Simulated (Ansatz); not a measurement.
The parent structure is WSe2 in the 2H-MoS2 type structure (space group P6_3/mmc, No. 194; a = 3.279 Å, c = 12.786 Å; layered, stacked along the Cartesian z axis). Axes: x lies along a and z along c of the hexagonal cell.

All numbers come from plane-wave PAW DFT at the PBE-D3(BJ) level (Ansatz, a first-principles code, 420 eV), no SOC, earlier PAW set.

Base values:

| Property | Value |
|---|---|
| Hole mass | 1.3 mₑ along c, 0.70 mₑ across (at Γ) |
| Gap character | indirect, Γ → K–Γ (47 % along) |

The change: biaxial strain −1.83 %, plane normal [001], relaxed out of plane (Cartesian); in-plane vectors clamped, the third vector and the atoms free.

**Question.** Estimate the effect on the in-plane stress, hole mass and gap character.

**Answer.** The mean in-plane stress (compression positive) comes out as +4.6 GPa; the hole mass becomes 1.1 mₑ out of plane, 0.90 mₑ in plane (at Γ) (base: 1.3 mₑ along c, 0.70 mₑ across (at Γ)); the gap character is still indirect, Γ → K–Γ (47 % along).

Spin-orbit coupling, missing from the scalar runs, can matter with W. Effective masses come from finite differences of ±0.01 Å⁻¹. Whether these cells are dynamically stable was not tested.
